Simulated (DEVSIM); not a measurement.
# illuminated Si n-on-p cell, one wavelength

System: illuminated Si n-on-p cell, one wavelength, at 300 K.

| layer (left to right) | material | thickness (μm) | Nd (cm⁻³) | Na (cm⁻³) | τn (s) | τp (s) | absorption coefficient (cm⁻¹) |
|---|---|---|---|---|---|---|---|
| 1 | Si | 0.140 | 2.4e17 | - | 1.6e-5 | 2.3e-6 | 950 |
| 2 | Si | 130 | - | 6.2e15 | 5.7e-5 | 5.7e-5 | 950 |

Left contact: ohmic, minority hole recombination velocity 30000 cm/s. Right contact: ohmic, minority electron recombination velocity 4000 cm/s. Voltage is applied to the left contact. Recombination: SRH at mid-gap, radiative, Auger. Light enters at the left, 1.2e18 photons cm⁻² s⁻¹, one pass, no reflection. Mobility is constant in doping.

The device is made up for the run: typed textbook-type constants, with dimensions and the other settings drawn at random. Values at 300 K.

```
parameter           Si
-------------  -------
gap (eV)         1.124
affinity (eV)     4.05
permittivity      11.7
Nc (cm⁻³)      2.86e19
Nv (cm⁻³)       3.1e19
μn (cm²/Vs)       1417
μp (cm²/Vs)        470
B (cm³/s)      4.7e-15
Cn (cm⁶/s)     2.8e-31
Cp (cm⁶/s)     9.9e-32
```

DEVSIM, 1D drift-diffusion, Boltzmann statistics, complete ionisation; no tunnelling, impact ionisation, image-force lowering or self-heating.

| Item | Value |
|---|---|
| Potential step across the device at zero bias | 0.780 V |
| Largest field in the device at zero bias | 41000 V/cm |
| Dark forward voltage at 1 A/cm² | 0.670 V |
| Dark forward voltage at 100 A/cm² | 0.909 V |
| Short-circuit current | 184 mA/cm² |
| Open-circuit voltage | 0.617 V |
| Fill factor | 0.83 |
| Largest power | 94.1 mW/cm² |
| Share of generated pairs collected at short circuit | 0.957 |

Small-signal capacitance in reverse bias (quasi-static):

```json
[
 {"V (V)": "0.04", "C (nF/cm²)": "25.8"},
 {"V (V)": "0.1", "C (nF/cm²)": "24.8"},
 {"V (V)": "0.2", "C (nF/cm²)": "23.4"},
 {"V (V)": "0.3", "C (nF/cm²)": "22.2"},
 {"V (V)": "0.4", "C (nF/cm²)": "21.2"},
 {"V (V)": "0.6", "C (nF/cm²)": "19.5"},
 {"V (V)": "0.8", "C (nF/cm²)": "18.1"},
 {"V (V)": "1", "C (nF/cm²)": "17.1"},
 {"V (V)": "1.3", "C (nF/cm²)": "15.7"},
 {"V (V)": "1.6", "C (nF/cm²)": "14.7"},
 {"V (V)": "2", "C (nF/cm²)": "13.6"}
]
```

Current under light (generator sign):

```json
[
 {"V (V)": "0.00", "J (mA/cm²)": "184"},
 {"V (V)": "0.08", "J (mA/cm²)": "184"},
 {"V (V)": "0.18", "J (mA/cm²)": "184"},
 {"V (V)": "0.26", "J (mA/cm²)": "184"},
 {"V (V)": "0.36", "J (mA/cm²)": "184"},
 {"V (V)": "0.46", "J (mA/cm²)": "183"},
 {"V (V)": "0.48", "J (mA/cm²)": "183"},
 {"V (V)": "0.50", "J (mA/cm²)": "182"},
 {"V (V)": "0.52", "J (mA/cm²)": "179"},
 {"V (V)": "0.54", "J (mA/cm²)": "174"},
 {"V (V)": "0.56", "J (mA/cm²)": "162"},
 {"V (V)": "0.58", "J (mA/cm²)": "138"},
 {"V (V)": "0.60", "J (mA/cm²)": "86.1"},
 {"V (V)": "0.62", "J (mA/cm²)": "-20.7"}
]
```
